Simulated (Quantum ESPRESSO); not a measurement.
Quick settings and what they miss: MoRh (Pmma, 4 atoms in the cell)

Self-consistent single point.

```
CELL_PARAMETERS angstrom
      4.42241     0.00000     0.00000
      0.00000     2.73901     0.00000
      0.00000     0.00000     4.82038
ATOMIC_POSITIONS crystal
  Mo 0.75000 0.00000 0.17087
  Mo 0.25000 0.00000 0.82913
  Rh 0.75000 0.50000 0.67338
  Rh 0.25000 0.50000 0.32662
```

Level of theory: PBEsol, SSSP 1.1.2 efficiency (PBE) pseudopotentials (plane waves; Quantum ESPRESSO).

Base settings: ecutwfc = 60 Ry; occupations = smearing; smearing = gauss; degauss = 0.019992 Ry; input_dft = pbesol; potentials = {Mo: Mo_ONCV_PBE-1.0.oncvpsp.upf, Rh: Rh_ONCV_PBE-1.0.oncvpsp.upf}; K_POINTS = automatic 8 13 7 1 1 1; conv_thr = 1e-10 Ry; mixing_beta = 0.7.

Tight run (finer mesh or higher cutoff; not a proven limit): ecutwfc: 60 Ry → 84 Ry; conv_thr: 1e-10 Ry → 7.3e-11 Ry; K_POINTS: automatic 8 13 7 1 1 1 → automatic 11 18 10 1 1 1. It gave Fermi level (on the code's own zero) 22.06 eV; pressure -6.62 GPa; largest force (vector length) 0.030 eV/Å.

Quick runs, as changes from the base:
- A: the base itself
- B: ecutwfc: 60 Ry → 36 Ry; K_POINTS: automatic 8 13 7 1 1 1 → automatic 1 1 1 1 1 1
- C: ecutwfc: 60 Ry → 48 Ry; smearing: gauss → mp; degauss: 0.019992 Ry → 0.0099958 Ry; K_POINTS: automatic 8 13 7 1 1 1 → automatic 2 2 2 1 1 1
- D: ecutwfc: 60 Ry → 42 Ry; smearing: gauss → cold; degauss: 0.019992 Ry → 0.0099958 Ry; K_POINTS: automatic 8 13 7 1 1 1 → automatic 8 8 8 1 1 1
- E: ecutwfc: 60 Ry → 20 Ry; input_dft: pbesol → default; conv_thr: 1e-10 Ry → 7.3e-05 Ry; pseudopotentials: {Mo: Mo_ONCV_PBE-1.0.oncvpsp.upf, Rh: Rh_ONCV_PBE-1.0.oncvpsp.upf} → {Mo: mo_lda_v1.uspp.F.UPF, Rh: rh_lda_v1.4.uspp.F.UPF}; K_POINTS: automatic 8 13 7 1 1 1 → automatic 2 2 2 1 1 1; ecutrho: default → 160 Ry [LDA (PZ)]
- F: ecutwfc: 60 Ry → 30 Ry; K_POINTS: automatic 8 13 7 1 1 1 → automatic 4 4 4 1 1 1

Energies are extrapolated to zero smearing width, which holds to low order in the width alone (under cold and Methfessel-Paxton smearing the free energy itself is taken).

Dashes: time of B, C, E, F, under 30 s; energy of E, another energy zero; pressure of E, not trusted under this conv_thr with d or f elements.

† marks runs with another functional, U, potentials or spin treatment: their distance from the tight run is not a convergence error alone.

The count of work is k-points × plane waves × bands × iterations; it is no time. Core times come from one kind of shared machine and are given to one figure; runs under 30 s give none.

The starting cell comes from a database of computed structures (which also holds hypothetical and non-ambient phases and stackings), without a prior relaxation at this level. Its lattice was rescaled by a random factor within 2.5 % of one. Spin polarisation is off. In the base run, with a pressure of about -7 GPa the cell is away from its equilibrium volume at this level.

```
run  energy less tight (meV/atom)  pressure less tight (GPa)  largest miss in a force vector (eV/Å)  count of work / tight  core time / tight (rough)
---  ----------------------------  -------------------------  -------------------------------------  ---------------------  -------------------------
A                             6.0                      -0.35                                  0.013                   0.25                        0.2
B                          3105.3                       6.76                                  4.293                 0.0014                          –
C                           129.1                       4.43                                  0.836                 0.0017                          –
D                            15.4                      -0.37                                  0.021                  0.076                       0.10
E†                              –                          –                                  0.221                0.00033                          –
F                            53.2                      -5.56                                  0.175                 0.0069                          –
```

Among the runs at the tight run's level, the energy misses run from 6.0 to 3105.3 meV/atom.
